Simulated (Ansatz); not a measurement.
Partial pair distribution functions of a relaxed model of amorphous Hf$_{18}$O$_{37}$Zn, broadened by 0.06 Å; density 8.88 g/cm³. Computed with PBE, scalar-relativistic without spin-orbit coupling (plane waves to 420 eV, PAW; Ansatz, a first-principles code).

It comes from a melt-quench run on a machine-learned potential (CHGNet), relaxed afterwards by DFT. O atoms were pushed apart under 1.9 Å during the dynamics, to hinder bonds among them. The hot cell started wider than the set density and was brought back towards it in steps. It is the lowest in DFT energy of 2 quenches. It is a model cell: composition and starting density were chosen by hand, and all elements were melted together. No dispersion term was used. Its density started from a set value of 8.88 and ended at 8.88 g/cm³. The quench (nominally 450 K/ps over its main leg) was far faster than any real one, so the model tends to hold more defects than a real film. One small periodic cell is one sample of the glass; other quenches scatter about these values. The volume was held where the preparation left it and the shape relaxed, at a PBE pressure of 0.4 GPa. On a 2×2×2 Γ-centred mesh force components of up to 0.16 eV/Å stay, since the relaxation ran on the zone centre alone.

```json
[
 {"r (Å)": "1.70", "g Hf-O": "0.00", "g O-Zn": "0.00", "g Hf-Hf": "0.00", "g O-O": "0.00"},
 {"r (Å)": "1.80", "g Hf-O": "0.03", "g O-Zn": "0.34", "g Hf-Hf": "0.00", "g O-O": "0.00"},
 {"r (Å)": "1.90", "g Hf-O": "0.74", "g O-Zn": "4.38", "g Hf-Hf": "0.00", "g O-O": "0.00"},
 {"r (Å)": "2.00", "g Hf-O": "4.22", "g O-Zn": "5.15", "g Hf-Hf": "0.00", "g O-O": "0.00"},
 {"r (Å)": "2.10", "g Hf-O": "8.22", "g O-Zn": "1.94", "g Hf-Hf": "0.00", "g O-O": "0.00"},
 {"r (Å)": "2.20", "g Hf-O": "5.65", "g O-Zn": "0.12", "g Hf-Hf": "0.00", "g O-O": "0.00"},
 {"r (Å)": "2.30", "g Hf-O": "2.08", "g O-Zn": "0.16", "g Hf-Hf": "0.00", "g O-O": "0.08"},
 {"r (Å)": "2.40", "g Hf-O": "0.61", "g O-Zn": "1.53", "g Hf-Hf": "0.00", "g O-O": "0.63"},
 {"r (Å)": "2.50", "g Hf-O": "0.28", "g O-Zn": "1.35", "g Hf-Hf": "0.00", "g O-O": "1.37"},
 {"r (Å)": "2.60", "g Hf-O": "0.24", "g O-Zn": "1.56", "g Hf-Hf": "0.00", "g O-O": "2.16"},
 {"r (Å)": "2.70", "g Hf-O": "0.13", "g O-Zn": "0.33", "g Hf-Hf": "0.00", "g O-O": "2.34"},
 {"r (Å)": "2.80", "g Hf-O": "0.09", "g O-Zn": "0.00", "g Hf-Hf": "0.00", "g O-O": "2.69"},
 {"r (Å)": "2.90", "g Hf-O": "0.11", "g O-Zn": "0.00", "g Hf-Hf": "0.01", "g O-O": "2.54"},
 {"r (Å)": "3.00", "g Hf-O": "0.10", "g O-Zn": "0.00", "g Hf-Hf": "0.22", "g O-O": "1.56"},
 {"r (Å)": "3.10", "g Hf-O": "0.21", "g O-Zn": "0.06", "g Hf-Hf": "0.92", "g O-O": "1.24"},
 {"r (Å)": "3.20", "g Hf-O": "0.16", "g O-Zn": "0.78", "g Hf-Hf": "2.20", "g O-O": "1.05"},
 {"r (Å)": "3.30", "g Hf-O": "0.30", "g O-Zn": "0.73", "g Hf-Hf": "3.44", "g O-O": "0.89"},
 {"r (Å)": "3.40", "g Hf-O": "0.41", "g O-Zn": "1.26", "g Hf-Hf": "3.47", "g O-O": "1.02"},
 {"r (Å)": "3.50", "g Hf-O": "0.45", "g O-Zn": "1.16", "g Hf-Hf": "2.90", "g O-O": "0.76"},
 {"r (Å)": "3.60", "g Hf-O": "0.46", "g O-Zn": "0.10", "g Hf-Hf": "1.83", "g O-O": "0.68"},
 {"r (Å)": "3.70", "g Hf-O": "0.81", "g O-Zn": "0.03", "g Hf-Hf": "1.48", "g O-O": "0.74"},
 {"r (Å)": "3.80", "g Hf-O": "1.02", "g O-Zn": "0.49", "g Hf-Hf": "1.73", "g O-O": "0.71"},
 {"r (Å)": "3.90", "g Hf-O": "1.06", "g O-Zn": "0.64", "g Hf-Hf": "1.59", "g O-O": "0.77"},
 {"r (Å)": "4.00", "g Hf-O": "1.25", "g O-Zn": "1.20", "g Hf-Hf": "1.58", "g O-O": "1.12"},
 {"r (Å)": "4.10", "g Hf-O": "1.16", "g O-Zn": "2.71", "g Hf-Hf": "0.91", "g O-O": "1.14"},
 {"r (Å)": "4.20", "g Hf-O": "1.29", "g O-Zn": "2.72", "g Hf-Hf": "0.39", "g O-O": "1.04"},
 {"r (Å)": "4.30", "g Hf-O": "1.38", "g O-Zn": "1.81", "g Hf-Hf": "0.55", "g O-O": "0.93"},
 {"r (Å)": "4.40", "g Hf-O": "1.44", "g O-Zn": "0.68", "g Hf-Hf": "0.62", "g O-O": "0.60"}
]
```

Within 2.72 Å each Hf has 6.56 O neighbours on average.
